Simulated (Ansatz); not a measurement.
Base system: SiO₂ in the rutile structure (space group P4_2/mnm, No. 136; a = 4.155 Å, c = 2.661 Å).

Structures relaxed with LDA in Ansatz (plane waves to 420 eV, PAW, no SOC).

Base:

Simulated powder pattern, Cu Kα, λ = 1.54184 Å (kinematic, ideal powder, no thermal factors, no anomalous dispersion; the 14 strongest lines at most, above 2 %, up to 2θ = 90°):

| 2θ (°) | I/Imax (%) | hkl |
|---|---|---|
| 30.43 | 100 | (110) |
| 40.24 | 26 | (101) |
| 46.01 | 41 | (111) |
| 49.03 | 15 | (210) |
| 60.80 | 61 | (211) |
| 63.31 | 21 | (220) |
| 70.81 | 11 | (002) |
| 71.85 | 6.6 | (310) |
| 77.73 | 28 | (301) |
| 78.99 | 11 | (112) |
| 81.74 | 2.4 | (311) |

Now apply this change: cell and atoms relaxed at a pressure of 9 GPa.

**Question.** How do the reflections move or split?

**Answer.** 
Simulated powder pattern, Cu Kα, λ = 1.54184 Å (kinematic, ideal powder, no thermal factors, no anomalous dispersion; the 14 strongest lines at most, above 2 %, up to 2θ = 90°):

```csv
2θ (°),I/Imax (%),hkl
30.76,100,(110)
40.55,27,(101)
46.41,42,(111)
49.59,15,(210)
61.41,61,(211)
64.07,21,(220)
71.29,11,(002)
72.75,6.8,(310)
78.63,28,(301)
79.63,11,(112)
82.72,2.6,(311)
```

The indices refer to the base's conventional cell; one index is shown for lines that coincide.

Load acts through the strain it causes; cell and atoms are relaxed under it. Whether these cells are dynamically stable was not tested. Competing high-pressure phases were not computed.

Ansatz is a quantum-chemistry and plane-wave program.
